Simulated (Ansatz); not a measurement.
AlPd (model structure, Cmcm, No. 63, 4 atoms in the cell): properties by level of theory

```csv
level (code),bulk modulus B0 (GPa),cohesive energy (eV/atom)
LDA (Ansatz),?,?
PBEsol (Ansatz),154,4.87
r²SCAN (Ansatz),154,4.56
```

Problem. Fill in the missing entries.

Solution. 
- LDA (Ansatz, a first-principles code), bulk modulus B0 (GPa): 165
- LDA (Ansatz), cohesive energy (eV/atom): 5.30

Caveats: the bulk modulus is −V dP/dV from two relaxed cells at ±2 % in volume (LDA, PBEsol, r²SCAN). Ansatz's density-functional and Hartree–Fock values are scalar-relativistic unless marked +SOC, with PAW data made under PBE.

The crystal itself was run without spin with LDA, PBEsol, r²SCAN; a magnetic state was not tried in these runs.

Unless a cell is named, each level is at its own relaxed cell (LDA 14.28, PBEsol 14.65, r²SCAN 14.77 Å³/atom).

Free atoms are spin-polarised, in the lowest state found; at levels without +SOC their spin–orbit coupling is left out.

Static lattice: no zero-point or thermal effects.

A model structure was made by putting elements into a prototype or built by hand; it is no filed structure, need not be a known phase, and can be a saddle point held by its symmetry.
